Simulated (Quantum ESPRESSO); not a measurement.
Worked example: self-consistent single point of Ca2CdPt2 (Immm, 5 atoms in the cell) in Quantum ESPRESSO.

Level of theory: PBEsol, SSSP 1.1.2 efficiency (PBE) pseudopotentials (plane waves; Quantum ESPRESSO).

```
CELL_PARAMETERS angstrom
      2.22483     2.94693     4.26921
     -2.22483     2.94693     4.26921
     -2.22483    -2.94693     4.26921
ATOMIC_POSITIONS crystal
  Ca 0.79899 0.50000 0.29899
  Ca 0.20101 0.50000 0.70101
  Cd 0.00000 0.00000 0.00000
  Pt 0.50000 0.77509 0.72491
  Pt 0.50000 0.22491 0.27509
```

Reference input (self-consistent single point, DFT, LDA (PZ), plane waves, GBRV 1.5 ultrasoft (LDA) pseudopotentials): ecutwfc = 40 Ry; ecutrho = 320 Ry; occupations = smearing; smearing = gaussian; degauss = 0.0073499 Ry; potentials = {Ca: ca_lda_v1.uspp.F.UPF, Cd: cd_lda_v1.uspp.F.UPF, Pt: pt_lda_v1.4.uspp.F.UPF}; K_POINTS = automatic 5 5 5 0 0 0; conv_thr = 1e-09 Ry; mixing_beta = 0.3. This run's input differs from it in these lines:

```diff
@@ -15,4 +15,4 @@
   ntyp = 3,
-  ecutwfc = 40,
-  ecutrho = 320,
+  ecutwfc = 45,
+  ecutrho = 360,
   occupations = 'smearing',
@@ -20,2 +20,3 @@
   degauss = 0.0073499,
+  input_dft = 'pbesol',
 /
@@ -26,5 +27,5 @@
 ATOMIC_SPECIES
-Ca    40.0780  ca_lda_v1.uspp.F.UPF
-Cd   112.4140  cd_lda_v1.uspp.F.UPF
-Pt   195.0840  pt_lda_v1.4.uspp.F.UPF
+Ca    40.0780  Ca_pbe_v1.uspp.F.UPF
+Cd   112.4140  Cd.pbe-dn-rrkjus_psl.0.3.1.UPF
+Pt   195.0840  pt_pbe_v1.4.uspp.F.UPF
 ATOMIC_POSITIONS crystal
```

The program printed (abridged):

```
     Self-consistent Calculation

     iteration #  1     ecut=    45.00 Ry     beta= 0.30

     negative rho (up, down):  3.543E-01 0.000E+00

     total energy              =    -691.27407160 Ry
     estimated scf accuracy    <       3.69447163 Ry

     iteration #  2     ecut=    45.00 Ry     beta= 0.30

     negative rho (up, down):  3.550E-01 0.000E+00

     total energy              =    -692.29081754 Ry
     estimated scf accuracy    <       0.88523293 Ry

     iteration #  3     ecut=    45.00 Ry     beta= 0.30

     negative rho (up, down):  3.510E-01 0.000E+00

     total energy              =    -692.29621904 Ry
     estimated scf accuracy    <       0.13413247 Ry

   [... 8 blocks of this kind left out ...]

     iteration # 12     ecut=    45.00 Ry     beta= 0.30

     negative rho (up, down):  3.461E-01 0.000E+00

     total energy              =    -692.33952391 Ry
     estimated scf accuracy    <       0.00000002 Ry

     iteration # 13     ecut=    45.00 Ry     beta= 0.30

     negative rho (up, down):  3.461E-01 0.000E+00
     End of self-consistent calculation

     the Fermi energy is    11.8489 ev

!    total energy              =    -692.33952393 Ry
     estimated scf accuracy    <          3.1E-10 Ry
     smearing contrib. (-TS)   =      -0.00081506 Ry
     internal energy E=F+TS    =    -692.33870887 Ry

     convergence has been achieved in  13 iterations

     negative rho (up, down):  3.461E-01 0.000E+00

     Forces acting on atoms (cartesian axes, Ry/au):

     atom    1 type  1   force =     0.00000000   -0.00000000   -0.00109146
     atom    2 type  1   force =    -0.00000000    0.00000000    0.00109146
     atom    3 type  2   force =    -0.00000000    0.00000000   -0.00000000
     atom    4 type  3   force =     0.00000000    0.00315513    0.00000000
     atom    5 type  3   force =     0.00000000   -0.00315513    0.00000000

     Total force =     0.004721     Total SCF correction =     0.000011

     negative rho (up, down):  3.461E-01 0.000E+00
          total   stress  (Ry/bohr**3)                   (kbar)     P=      -27.35
  -0.00015518  -0.00000000   0.00000000          -22.83       -0.00        0.00
  -0.00000000  -0.00026839  -0.00000000           -0.00      -39.48       -0.00
   0.00000000   0.00000000  -0.00013418            0.00        0.00      -19.74

   JOB DONE.
```

The run converged in 13 iterations. Against the reference run the pressure goes from -5.66 to -2.73 GPa and the largest force goes from 0.098 to 0.081 eV/Å. The full log also holds: “c_bands:  1 eigenvalues not converged”.

The starting cell comes from a database of computed structures (which also holds hypothetical and non-ambient phases and stackings), without a prior relaxation at this level. Spin-orbit coupling is off. Spin polarisation is off.

Cost on one core of a shared machine: roughly 2 min.
